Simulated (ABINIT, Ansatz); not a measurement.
An ABINIT input for a self-consistent single point of InSb (F-43m, 2 atoms in the cell) (DFT, PBE, plane waves, PAW (JTH v2.0 PBE PAW)):

```
# InSb, JTH v2.0 PBE PAW
pp_dirpath "./"
pseudos "In.GGA_PBE-JTH.xml, Sb.GGA_PBE-JTH.xml"
acell 3*1.0 Angstrom
rprim
         0.0000000000    3.2400000000    3.2400000000
         3.2400000000    0.0000000000    3.2400000000
         3.2400000000    3.2400000000    0.0000000000
natom 2
ntypat 2
znucl 49 51
typat 1 2
xcart
         0.0000000000    0.0000000000    0.0000000000
         3.0613563219    3.0613563219    3.0613563219
ecut 20
pawecutdg 40
occopt 3
tsmear 0.05 eV
nband 19
kptopt 1
ngkpt 6 6 6
nshiftk 1
shiftk 0 0 0
nstep 50
toldfe 1.0e-09
prtwf 0
prtden 0
enunit 2
```

Problem. Write the same calculation as an input for Ansatz (a program for electronic structure).

Solution. This is the input that was run; spellings and numerical settings could be chosen otherwise.

Ansatz 0.2 input:
```yaml
# InSb
crystal:
  lattice:
    - [0.000000, 3.240000, 3.240000]
    - [3.240000, 0.000000, 3.240000]
    - [3.240000, 3.240000, 0.000000]
  atoms:
    - { symbol: In, position: [0.000000, 0.000000, 0.000000] }
    - { symbol: Sb, position: [0.250000, 0.250000, 0.250000] }
kpoints:
  mp_grid: { grid: [6, 6, 6] }
hamiltonian:
  xc: pbe
  pseudopotentials: { kind: paw }
scf:
  occupations: { method: fermi_dirac, width: 0.05 }
output:
  forces: true
  eigenvalues: true
  stress: true
```

Basis settings and potentials, where a program has them, do not carry over. This input uses DFT, PBE, plane waves, default PAW files.

The starting cell has typed, rounded lattice constants, without a prior relaxation at this level.
